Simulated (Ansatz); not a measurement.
Consider NaF in the rock salt structure (space group Fm-3m, No. 225; a = 4.7012 Å).

Structures relaxed with PBE in Ansatz (plane waves to 420 eV, PAW, spin-orbit coupling left out).

Base:

Simulated powder pattern, Cu Kα, λ = 1.54184 Å (kinematic, ideal powder, no thermal factors, no anomalous dispersion; the 14 strongest lines at most, above 2 %, up to 2θ = 90°):

```json
[
 {"2θ (°)": "33.00", "I/Imax (%)": "2.1", "hkl": "(111)"},
 {"2θ (°)": "38.29", "I/Imax (%)": "100", "hkl": "(200)"},
 {"2θ (°)": "55.27", "I/Imax (%)": "58", "hkl": "(220)"},
 {"2θ (°)": "69.23", "I/Imax (%)": "17", "hkl": "(222)"},
 {"2θ (°)": "81.98", "I/Imax (%)": "6.9", "hkl": "(400)"}
]
```

After one change:

Simulated powder pattern, Cu Kα, λ = 1.54184 Å (kinematic, ideal powder, no thermal factors, no anomalous dispersion; the 14 strongest lines at most, above 2 %, up to 2θ = 90°):

```
2θ (°)  I/Imax (%)
------  ----------
34.04          2.3
39.51          100
57.12           56
71.68           16
85.07          6.7
```

Question: Which of these changes matches the shifts?
A) pressure 1.5 GPa
B) pressure 7.5 GPa
C) pressure 0.7 GPa
D) pressure 5 GPa

Answer: D, pressure 5 GPa. Its volume per atom is 11.86 Å³ against 12.99 Å³, and its space group is Fm-3m (No. 225).

Load acts through the strain it causes; cell and atoms are relaxed under it. Stability against distortions was not tested. Competing high-pressure phases were not computed.

Ansatz is a program for electronic structure.
